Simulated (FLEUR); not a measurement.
Input and output of a self-consistent single point for GaAs (F-43m, 2 atoms in the cell) (FLEUR).

Method: PBE, all-electron FLAPW (FLEUR), scalar-relativistic valence.

```xyz
2
Lattice="0.0000 2.9346 2.9346 2.9346 0.0000 2.9346 2.9346 2.9346 0.0000" Properties=species:S:1:pos:R:3 pbc="T T T"
Ga     0.0000     0.0000     0.0000
As     1.4673     1.4673     1.4673
```

Reference input (self-consistent single point, DFT, PBE, all-electron FLAPW (FLEUR), scalar-relativistic valence): Kmax = 3.5 1/bohr; GmaxXC = 14 1/bohr; xcFunctional = pbe; jspins = 1; l_soc = F; mode = gauss; fermiSmearingEnergy = 0.00734986 Htr; mesh (inpgen div1-3) = 7 7 7; inpgen gamma flag = false; Gmax = 14 1/bohr; numbands = 0; maxIterBroyd = 25. This run's input differs from it in these lines:

```diff
@@ -14,3 +14,3 @@
 &comp jspins=1 /
-&kpt div1=7 div2=7 div3=7 /
+&kpt div1=5 div2=5 div3=5 /
 &end /
```

Output, abridged:

```
 Iteration:     1   Distance:       5.63020567 me/bohr^3
 Iteration:     2   Distance:       5.23702514 me/bohr^3
 Iteration:     3   Distance:       3.02354450 me/bohr^3
 Iteration:     4   Distance:       0.91315217 me/bohr^3
 Iteration:     5   Distance:       0.78275438 me/bohr^3
   [... 7 lines left out ...]
 Iteration:    13   Distance:       0.00018070 me/bohr^3
 Iteration:    14   Distance:       0.00001713 me/bohr^3
 Iteration:    15   Distance:       0.00001608 me/bohr^3
 Iteration:    16   Distance:       0.00000090 me/bohr^3
 Run finished successfully
 Stop message:
   Structural relaxation: Done

[file out, last iteration]
             iter=     17
[...]
          total density-effective poten   -6.7177776268E+03
          total charge density-energy d   -1.5955711893E+02
 Updated energy parameters for spin:           1
[...]
 fermi energy and band-weighting factors:

[...]
FERMIE:
          first approx. to ef    (T=0)  :   0.159201 htr   (energy of the highest occ. eigenvalue)
          number of occ. states  (T=0)  :        196
          first approx. to seigv (T=0)  : -15.181940 htr
          sum of weights of occ. states :  14.000000
          sum of semicore charge        :   0.000000 e
          fermi energy=   0.16148 har   work function=  -4.39415 ev
          number of valence electrons=  27.99999
     band-weighting factor for spin=    1
   [... lines left out ...]
          total moment                 =     0.00000
 Direct bandgap for spin            1 :    5.9123249700021974E-002  Htr
 ---->    free energy=                     -4205.2340546128 htr
   [... lines left out ...]
      extrapolation for T->0
 ---->    total electron energy=           -4205.2340546128 htr
 ***** TOTAL FORCES ON ATOMS *****
 TOTAL FORCE FOR ATOM TYPE=  1  X=  0.000   Y=  0.000   Z=  0.000
                       FX_TOT= 0.000000 FY_TOT= 0.000000 FZ_TOT= 0.000000
 TOTAL FORCE FOR ATOM TYPE=  2  X=  2.773   Y=  2.773   Z=  2.773
                       FX_TOT= 0.000000 FY_TOT= 0.000000 FZ_TOT= 0.000000
 Structural relaxation: Done
```

The run converged in 16 iterations. FLEUR gives forces in its relaxation mode, with a further iteration, so its stop message speaks of a relaxation. Against the reference run the total energy rises by 24.8 meV/atom.

The starting cell comes from a database of computed structures (which also holds hypothetical and non-ambient phases and stackings), without a prior relaxation at this level. Its lattice was rescaled by a random factor within 2.5 % of one. Values depend on the basis (sphere radii, cutoffs, local orbitals), which need not be converged. No gap is read from this output. The log's line on a gap gives a spacing of levels on this mesh, which the program prints for metals too.
